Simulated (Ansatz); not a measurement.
System: BaAl4 (I4/mmm, No. 139). Method: PBEsol in Ansatz (PAW).

Run with plane-wave cutoff 520 eV, 18×18×18 k mesh, Fermi–Dirac smearing 0.05 eV, scalar-relativistic PAW data made under PBE.

Energies at three volumes about the minimum:

```csv
V (Å³/atom),E − E_lowest (meV/atom)
22.453,1.63
22.911,0.00
23.369,1.52
```

### Question
Fit a parabola by hand: where is the minimum, and what is the bulk modulus?

### Answer
Slopes: (0.00 − 1.63)/(22.911 − 22.453) = -3.559 and (1.52 − 0.00)/(23.369 − 22.911) = 3.319 meV/Å³. Curvature E″ = 2 × (3.319 − (-3.559))/(23.369 − 22.453) = 15.017 meV/Å⁶. From the middle of the first interval, the slope vanishes at V0 = 22.6820 − (-3.559)/15.017 = 22.919 Å³/atom. B = V0 E″ = 22.919 × 15.017 meV/Å³ × 0.1602 GPa per meV/Å³ = 55.1 GPa. The full Birch–Murnaghan fit to all volumes gives V0 = 22.912 Å³/atom and B0 = 55.1 GPa.

Shape and atoms are relaxed at each volume.

Note: the bulk modulus comes from volumes at which shape and atoms were relaxed.

Ansatz is a first-principles code.
